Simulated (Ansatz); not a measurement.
**ZnS under a change: pressure 22.5 GPa**

Consider ZnS in the wurtzite structure (space group P6_3mc, No. 186; a = 3.7383 Å, c = 6.1429 Å).

Modification: a hydrostatic pressure of 22.5 GPa.

All numbers come from Ansatz (a quantum-chemistry and plane-wave program) LDA, spin-orbit coupling left out. Γ-centred 10×10×6 mesh, Fermi–Dirac width 0.05 eV.

Density: 5.20 g/cm³ (base 4.35 g/cm³)
Lattice parameter a: 3.509 Å (base 3.738 Å)
c/a ratio: 1.665 (base 1.643)
Shortest interatomic distance: 2.159 Å (base 2.293 Å)
Enthalpy H = E + PV relative to the base's energy: +2.37 eV/atom
Band gap: 2.93 eV (base 2.19 eV)
Gap character: indirect, Γ → L–M (33 % along) (base direct at Γ)
Smallest direct gap: 2.98 eV (base 2.19 eV)
Width of the top valence band: 3.09 eV (base 2.37 eV)
Valence-band top at Γ (three highest levels, from the VBM): 0.00, 0.00, -0.23 eV (base 0.00, 0.00, -0.10 eV)

Final structure:

```
CELL_PARAMETERS angstrom
      3.50860     0.00000     0.00000
     -1.75430     3.03854     0.00000
      0.00000     0.00000     5.84055
ATOMIC_POSITIONS crystal
  Zn 0.33333 0.66667 0.00268
  Zn 0.66667 0.33333 0.50268
  S  0.33333 0.66667 0.37232
  S  0.66667 0.33333 0.87232
```

Cost of the whole job for the changed cell (relaxation, final SCF and bands): around 40 core-seconds (rough).

Load acts through the strain it causes; cell and atoms are relaxed under it. No phonon test of stability was made. Tetrahedral semiconductors of this kind turn to denser phases somewhere between about 1 and 50 GPa; those were not computed, so compressed cells here can lie past the real transition.
